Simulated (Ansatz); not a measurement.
The parent structure is Be in the hcp (Mg type) structure (space group P6_3/mmc, No. 194; a = 2.2617 Å, c = 3.5692 Å; relaxed with 0.1 eV smearing). Axes: x lies along a and z along c of the hexagonal cell.

Calculations: r2SCAN (Ansatz, an electronic-structure program, PAW, no spin-orbit coupling).

Strains are applied to the cell and any free atomic positions relax; under biaxial strain the out-of-plane vector relaxes too.

One change was made to it. Results:

The pressure (mean of the normal stresses, compression positive) goes from zero to 1.2 GPa; the shortest interatomic distance drops by 0.004 Å (2.211 Å → 2.207 Å).

### Question
Which of these changes matches the shifts?
A) strain tensor (xx, yy, zz, yz, xz, xy) = (−0.46, +1.68, +0.15, +0.90, −0.19, −2.18) %
B) biaxial strain −0.51 %, plane normal [001], relaxed out of plane
C) biaxial strain +2.38 %, plane normal [001], relaxed out of plane
D) uniaxial strain ε_yy = −1.75 %
E) tensor shear ε_xy = −0.44 %

### Answer
B, biaxial strain −0.51 %, plane normal [001], relaxed out of plane. For comparison, the pressure in the other runs: strain tensor (xx, yy, zz, yz, xz, xy) = (−0.46, +1.68, +0.15, +0.90, −0.19, −2.18) % gives -1.4 GPa; tensor shear ε_xy = −0.44 % gives 0.0 GPa; uniaxial strain ε_yy = −1.75 % gives 2.2 GPa; biaxial strain +2.38 %, plane normal [001], relaxed out of plane gives -5.1 GPa.

Stability against distortions was not tested.
